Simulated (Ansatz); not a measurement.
The starting structures come from a database of crystals and need not be the phases stable at ambient conditions.

By PBEsol, the system below comes out a metal.

Without scattering a metal conducts by its projected Fermi surface.

Here is the system:

```
CELL_PARAMETERS angstrom
      2.96027     0.00000     0.00000
      0.00000     2.96027     0.00000
      1.48013    -1.48013     2.05218
ATOMIC_POSITIONS crystal
  Ag 0.00000 0.00000 0.00000
```

Space group of this cell: I4/mmm. The cell is strained (lengths across the current scaled by 1.02, ions clamped); by PBEsol its mean pressure is -7.3 GPa.

The current flows along the normal of the first two printed cell vectors, the (001) (indices of the unstrained crystal) plane of the conventional cell. No spin-orbit coupling; the value is a mean over 0.1 eV about the Fermi level.

Task: Estimate the ballistic conductance per area that Ansatz (a first-principles code) with PBEsol returns for this system.

Result: 0.84 × 10¹⁵ S/m² for both spins.
